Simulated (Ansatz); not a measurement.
Consider PbTe in the rock salt structure (space group Fm-3m, No. 225; a = 6.534 Å).

Method: plane-wave PAW DFT at the r2SCAN level (Ansatz, a program for electronic structure, 500 eV), no spin-orbit coupling.

One change was made to it. Results:

```json
[
 {"quantity": "shortest interatomic distance", "base": "326.7 pm", "after": "317.3 pm"},
 {"quantity": "valley order (the lowest conduction-band minima on the path, energy above the VBM, named in the base's zone)", "base": "L along ⟨111⟩ 1.09 eV; a point along ⟨110⟩, about 0.5 Å⁻¹ from Γ 1.61 eV; a point along ⟨100⟩, about 0.3 Å⁻¹ from Γ 2.01 eV", "after": "L along ⟨111⟩ 0.88 eV; a point along ⟨110⟩, about 0.5 Å⁻¹ from Γ 1.49 eV; a point along ⟨100⟩, about 0.4 Å⁻¹ from Γ 1.94 eV"}
]
```

Question: Which change produced these results?
(A) pressure 30 GPa
(B) pressure 4.5 GPa
(C) pressure −2 GPa
(D) pressure 22.5 GPa

Answer: B, pressure 4.5 GPa. For comparison, the valley order in the other runs: pressure 22.5 GPa gives L along ⟨111⟩ 0.21 eV; a point along ⟨110⟩, about 0.5 Å⁻¹ from Γ 0.84 eV; a point along ⟨100⟩, about 0.3 Å⁻¹ from Γ 1.53 eV; pressure −2 GPa gives L along ⟨111⟩ 1.19 eV; a point along ⟨110⟩, about 0.5 Å⁻¹ from Γ 1.67 eV; a point along ⟨100⟩, about 0.3 Å⁻¹ from Γ 2.07 eV; pressure 30 GPa gives L along ⟨111⟩ 0.01 eV; a point along ⟨110⟩, about 0.5 Å⁻¹ from Γ 0.61 eV; a point along ⟨100⟩, about 0.3 Å⁻¹ from Γ 1.42 eV.

Spin-orbit coupling, missing from the scalar runs, can matter with Pb and Te. The levels and masses belong to the bands next to the band gap. Load acts through the strain it causes; cell and atoms are relaxed under it. Stability against distortions was not tested. Competing high-pressure phases were not computed. All final runs are without spin polarisation.
